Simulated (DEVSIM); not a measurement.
Device: Cr/SiO2/n-Si capacitor, at 300 K.

```
layer (left to right)  material  thickness (nm)  Nd (cm⁻³)
---------------------  --------  --------------  ---------
1                          SiO2            7.10          -
2                            Si            2400     5.5e16
```

Metal gate on the left, work function 4.5 eV. Fixed charge at the semiconductor interface 0 cm⁻² (in units of +e); no interface traps.

This is a model device: material constants are rounded textbook-type values typed into the input, and sizes, dopings and lifetimes were drawn at random. Values at 300 K.

| parameter | SiO2 | Si |
|---|---|---|
| gap (eV) | 9 | 1.124 |
| affinity (eV) | 0.9 | 4.05 |
| permittivity | 3.9 | 11.7 |
| Nc (cm⁻³) | - | 2.86e19 |
| Nv (cm⁻³) | - | 3.1e19 |

DEVSIM, 1D Poisson equation in equilibrium, Boltzmann statistics, complete ionisation; no quantum confinement or tunnelling. Metal contacts follow the ideal Schottky-Mott rule: no Fermi-level pinning, no interface dipoles.

The fixed charge was swept, all else fixed.

| fixed charge (cm^-2) | flat-band voltage (V) | threshold voltage (band bending 2φF) (V) |
|---|---|---|
| -1.29e12 | 0.71 | -0.33 |
| -6.45e11 | 0.50 | … |
| 0 | 0.29 | -0.76 |
| 6.45e11 | 0.08 | -0.97 |
| 1.29e12 | -0.14 | -1.18 |

**Question.** Fill in the missing entries.

**Answer.** 
- -6.45e11, threshold voltage (band bending 2φF) (V): -0.55
